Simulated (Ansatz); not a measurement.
The parent structure is Al2Pt (space group Fm-3m, No. 225; relaxed with 0.1 eV smearing).

Space group Fm-3m (No. 225); a = 5.897 Å, b = 5.897 Å, c = 5.897 Å, α = 90.00°, β = 90.00°, γ = 90.00°

```json
[
 {"atom": "Al", "site": "8c", "symmetry": "-43m", "x": "0.2500", "y": "0.2500", "z": "0.2500"},
 {"atom": "Pt", "site": "4a", "symmetry": "m-3m", "x": "0.0000", "y": "0.0000", "z": "0.0000"}
]
```
(The calculation used a cell of 3 atoms; values per cell refer to that cell.)

Method: Kohn–Sham DFT with the PBEsol functional, run in Ansatz (a program for electronic structure) with PAW and 420 eV plane waves, no spin-orbit coupling.

Strains are applied to the cell and any free atomic positions relax.

One change was made to it. Results:

| quantity | base | after |
|---|---|---|
| energy relative to the base (free energy F) | 0 meV/atom | +1.6 meV/atom |
| pressure | 0.0 GPa | -2.0 GPa |

### Question
Which change produced these results?
(A) isotropic strain +1.50 %
(B) isotropic strain +0.50 %
(C) isotropic strain −0.50 %
(D) isotropic strain +1.00 %
(E) isotropic strain −1.50 %

### Answer
B, isotropic strain +0.50 %. For comparison, the pressure in the other runs: isotropic strain −0.50 % gives 2.2 GPa; isotropic strain −1.50 % gives 7.0 GPa; isotropic strain +1.00 % gives -3.9 GPa; isotropic strain +1.50 % gives -5.6 GPa.

Stability against distortions was not tested. The final runs are not spin-polarised.
